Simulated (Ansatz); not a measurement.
CaO: response to strain

Take CaO in the NiAs type structure (space group P6_3/mmc, No. 194; a = 3.301 Å, c = 5.788 Å; a model cell, its experimental status unchecked) as the base. Axes: x lies along a and z along c of the hexagonal cell.

Strains are applied to the cell and any free atomic positions relax; under biaxial strain the out-of-plane vector relaxes too.

Computed with PBEsol (Ansatz, a program for electronic structure; PAW; 420 eV plane waves; without spin-orbit coupling).

Candidates:
(a) strain tensor (xx, yy, zz, yz, xz, xy) = (+0.96, −1.94, +3.21, −0.81, +0.27, −1.41) %
(b) biaxial strain −0.77 %, plane normal [001], relaxed out of plane
(c) uniaxial strain ε_xx = +1.03 %

Base values:

* **Band gap**: 3.77 eV

Problem. Order them by band gap, lowest first.

Solution. (a) strain tensor (xx, yy, zz, yz, xz, xy) = (+0.96, −1.94, +3.21, −0.81, +0.27, −1.41) % (3.44 eV), (b) biaxial strain −0.77 %, plane normal [001], relaxed out of plane (3.74 eV), (c) uniaxial strain ε_xx = +1.03 % (3.77 eV)

Whether these cells are dynamically stable was not tested. This is not the structure that CaO has at room temperature and ambient pressure.
